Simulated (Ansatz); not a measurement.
## fluorite-type NiSi2 (0 0 1) on silicon (0 0 1), P on 2 of 2 substrate sites at each interface (film strained to the substrate, faces as cut)

A periodic stack without vacuum, fluorite-type NiSi2 (0 0 1) on silicon (0 0 1), P on 2 of 2 substrate sites at each interface (film strained to the substrate, faces as cut): substrate slab Si20P4, film Ni8Si16, surface cells [[-2, 0], [-1, -1]] and [[-2, 0], [-1, -1]], film strained by +0.5 and +0.5 %, faces Si/Si and Si/Ni as cut (like faces can put a slab off its formula).

The start was prepared with a machine-learned potential, and the result is one local minimum, with the in-plane cell held and forces under 0.04 eV/Å; the film can end far from its bulk form.

All values below come from PBE (plane waves to 420 eV, PAW; Ansatz, an electronic-structure program). Scalar-relativistic, without spin–orbit coupling; the runs are not spin-polarised; PBE gaps are too small against experiment. Its k-point mesh 4×7×1, Fermi–Dirac width 0.05 eV.

| Property | Value |
|---|---|
| interface area | 29.9 Å² |
| period | 27.02 Å |
| gaps between the outermost planes at the two interfaces | 1.93 and 1.24 Å |
| Ni–P contacts across the interfaces within 1.22 times the sum of covalent radii | 4, mean 2.37 Å |
| P–Si contacts across the interfaces within 1.22 times the sum of covalent radii | 4, mean 2.43 Å |
| Ni–Si contacts across the interfaces within 1.22 times the sum of covalent radii | 2, mean 2.31 Å |
| estimate of the barrier | withheld, since the two interfaces are unlike |

```
CELL_PARAMETERS angstrom
      7.73367    -0.00173    -0.18563
      0.00021     3.86805    -0.04192
      2.55567    -0.00855    26.96556
ATOMIC_POSITIONS crystal
  Si 0.47589 0.81107 0.06208
  Si 0.97589 0.81107 0.06208
  P  0.23669 0.06255 0.02362
  P  0.73669 0.06254 0.02362
  Si 0.70188 0.34245 0.16263
  Si 0.20188 0.34245 0.16263
  Si 0.46441 0.31511 0.11209
  Si 0.96441 0.31511 0.11209
  Si 0.42644 0.84755 0.26386
  Si 0.92644 0.84755 0.26386
  Si 0.18892 0.84621 0.21329
  Si 0.68892 0.84621 0.21329
  Si 0.65140 0.35831 0.36499
  Si 0.15140 0.35831 0.36500
  Si 0.41384 0.35153 0.31445
  Si 0.91384 0.35153 0.31445
  Si 0.37644 0.85002 0.46595
  Si 0.87644 0.85002 0.46595
  Si 0.13880 0.86238 0.41560
  Si 0.63881 0.86238 0.41560
  P  0.60293 0.51803 0.55993
  P  0.10293 0.51801 0.55993
  Si 0.36347 0.35451 0.51666
  Si 0.86346 0.35450 0.51666
  Ni 0.04713 0.87843 0.78203
  Ni 0.54714 0.87843 0.78203
  Ni 0.32174 0.37061 0.68379
  Ni 0.82174 0.37061 0.68379
  Ni 0.99867 0.90326 0.97777
  Ni 0.49867 0.90326 0.97777
  Ni 0.27287 0.38434 0.88009
  Ni 0.77287 0.38434 0.88009
  Si 0.80960 0.87195 0.73190
  Si 0.30960 0.87195 0.73190
  Si 0.05970 0.37641 0.73247
  Si 0.55970 0.37641 0.73247
  Si 0.08531 0.21323 0.63132
  Si 0.58531 0.21323 0.63132
  Si 0.83483 0.84268 0.63352
  Si 0.33483 0.84268 0.63352
  Si 0.76022 0.88833 0.93093
  Si 0.26022 0.88833 0.93092
  Si 0.01025 0.40021 0.93087
  Si 0.51025 0.40021 0.93087
  Si 0.03483 0.38192 0.83192
  Si 0.53483 0.38192 0.83192
  Si 0.78508 0.88120 0.83096
  Si 0.28508 0.88119 0.83096
```
